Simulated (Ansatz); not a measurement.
**How the bulk modulus B0 of IrC (model structure, F-43m, No. 216, 2 atoms in the cell) moves with the method**

No measured value is used here.

```csv
level (code),value (GPa),cell (Å³/atom)
LDA (Ansatz),313,11.82
PBE (Ansatz),276,12.33
PBEsol (Ansatz),299,12.01
r²SCAN (Ansatz),293,12.17
```

Density-functional levels without +SOC have no spin–orbit coupling. LDA, PBE, PBEsol, r²SCAN: the run has no spin polarisation, so it can have missed a magnetic state. LDA, PBE, PBEsol, r²SCAN: the bulk modulus is −V dP/dV from two relaxed cells at ±2 % in volume. Each level is taken at its own relaxed cell. Cutoffs differ between the levels. Ansatz's density-functional and Hartree–Fock values are scalar-relativistic unless marked +SOC, with PAW data made under PBE.

A model structure was made by putting elements into a prototype or built by hand; it is no filed structure, need not be a known phase, and can be a saddle point held by its symmetry.

Ansatz is a quantum-chemistry and plane-wave program.
